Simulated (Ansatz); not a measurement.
# Response to strain in SiO2

The reference is SiO₂ in the rutile structure (space group P4_2/mnm, No. 136).

```
CELL_PARAMETERS angstrom
      4.23608     0.00000     0.00000
      0.00000     4.23608     0.00000
      0.00000     0.00000     2.69045
ATOMIC_POSITIONS crystal
  Si 0.00000 0.00000 0.00000
  Si 0.50000 0.50000 0.50000
  O  0.30698 0.30698 0.00000
  O  0.80698 0.19302 0.50000
  O  0.19302 0.80698 0.50000
  O  0.69302 0.69302 0.00000
```

Cartesian axes are those of the cell as printed.

Strains are applied to the cell and any free atomic positions relax.

Method: Kohn–Sham DFT with the PBE functional, run in Ansatz (a quantum-chemistry and plane-wave program) with PAW and 420 eV plane waves, no spin-orbit coupling.

Candidates:
(a) uniaxial strain ε_zz = +1.20 %
(b) uniaxial strain ε_zz = +1.80 %
(c) uniaxial strain ε_zz = +2.40 %
(d) uniaxial strain ε_zz = +3.00 %

For the base:

| Quantity | Result |
|---|---|
| Band gap | 5.04 eV |

**Question.** Order them by band gap, lowest first.

**Answer.** (d) uniaxial strain ε_zz = +3.00 % (4.41 eV), (c) uniaxial strain ε_zz = +2.40 % (4.53 eV), (b) uniaxial strain ε_zz = +1.80 % (4.66 eV), (a) uniaxial strain ε_zz = +1.20 % (4.79 eV)

Stability against distortions was not tested.
